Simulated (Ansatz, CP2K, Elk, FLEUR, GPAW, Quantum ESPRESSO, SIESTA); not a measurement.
**One structure in several programs: InSe (P1, 4 atoms in the cell)**

Self-consistent single point, at a second geometry (atoms moved at random). First geometry:

```
InSe
1.0
    5.82639    -2.05465     0.00000
    5.82639     2.05465     0.00000
   -1.72323     0.00000     4.77135
In Se
2 2
Direct
  0.11180   0.11180   0.95316
  0.88820   0.88820   0.04684
  0.33907   0.33907   0.33104
  0.66093   0.66093   0.66896
```

Second geometry:
```
InSe
1.0
    5.82639    -2.05465     0.00000
    5.82639     2.05465     0.00000
   -1.72323     0.00000     4.77135
In Se
2 2
Direct
  0.11201   0.10339   0.95325
  0.88311   0.89727   0.05408
  0.33496   0.33343   0.32052
  0.66992   0.66592   0.67216
```

Shared settings, as Ansatz (a quantum-chemistry and plane-wave program) writes them: kpoints.mp_grid.grid = 5 5 4; scf.occupations.method = fixed. Potentials and cutoffs stand in the table.

| code | model | ΔF from the first geometry (meV/atom) | pressure (GPa) | largest force (eV/Å) | gap on the mesh (eV) | cutoff |
|---|---|---|---|---|---|---|
| CP2K | PBEsol, GPW, DZVP-MOLOPT-SR-GTH basis, GTH-PBE potentials (GTH_POTENTIALS) | 13.5 | 0.25 | 0.651 | 1.211 | grid 500 Ry |
| FLEUR | PBEsol, all-electron FLAPW (FLEUR), scalar-relativistic valence | 12.2 | – | 0.534 | 1.286 | Kmax 4.2 1/bohr |
| Elk | PBEsol, all-electron FP-LAPW, Elk's shipped species files, APW+lo basis with extra local orbitals | 12.5 | – | – | 1.238 | rgkmax 7.5 |
| SIESTA | GGA PBEsol, numerical atomic orbitals DZP, PseudoDojo PBEsol standard norm-conserving potentials (rewritten from UPF to PSML) | 11.7 | 0.46 | 0.864 | 1.343 | grid 300 Ry |
| Ansatz | PBEsol, PAW files made with PBE | 12.1 | -0.77 | 0.563 | 1.247 | 30.9 Ry |
| Quantum ESPRESSO | PBEsol, GBRV 1.5 ultrasoft (PBESOL) pseudopotentials | 11.9 | -1.35 | 0.552 | 1.238 | 40 Ry |
| GPAW | PBEsol, GPAW PAW datasets PBEsol (made by gpaw-setup) | 11.5 | -1.09 | 0.543 | 1.249 | 550 eV |

Size of the force on each atom (eV/Å): Sizes of forces hide their directions.

| code | In1 | In2 | Se3 | Se4 |
|---|---|---|---|---|
| CP2K | 0.483 | 0.187 | 0.651 | 0.510 |
| FLEUR | 0.502 | 0.201 | 0.534 | 0.463 |
| SIESTA | 0.258 | 0.360 | 0.864 | 0.647 |
| Ansatz | 0.563 | 0.251 | 0.478 | 0.440 |
| Quantum ESPRESSO | 0.552 | 0.243 | 0.470 | 0.436 |
| GPAW | 0.543 | 0.238 | 0.446 | 0.433 |

A dash marks a value that a program does not give, or that is left out as unsure.

Gaps are read on the mesh.

The spread over the programs that give each value: ΔF from the first geometry within 2.0 meV/atom; pressure within 1.81 GPa; largest force within 0.330 eV/Å; gap on the mesh within 0.132 eV.

CP2K and SIESTA use small atom-centred bases, whose incompleteness enters pressures, forces and empty levels differently from a plane-wave cutoff. FLEUR and Elk treat all electrons, but the usual bases taken here (sphere radii, linearisation, local orbitals, empty states) were not tested for convergence, so the values are no reference for the others. Ansatz's pressure is given at a fixed set of plane waves, as the other plane-wave codes print theirs. In the pressure, CP2K (by 1.34) and SIESTA (by 1.55) lie more than 1 GPa from the median of the plane-wave programs. In the force vectors, CP2K (by 0.193) and SIESTA (by 0.501) lie more than 0.08 eV/Å from the median of the plane-wave programs.

The starting cell comes from a database of computed structures (which also holds hypothetical and non-ambient phases and stackings), without a prior relaxation at this level. For this run, on top of that: atoms moved at random.

Keys are those of Ansatz 0.2.
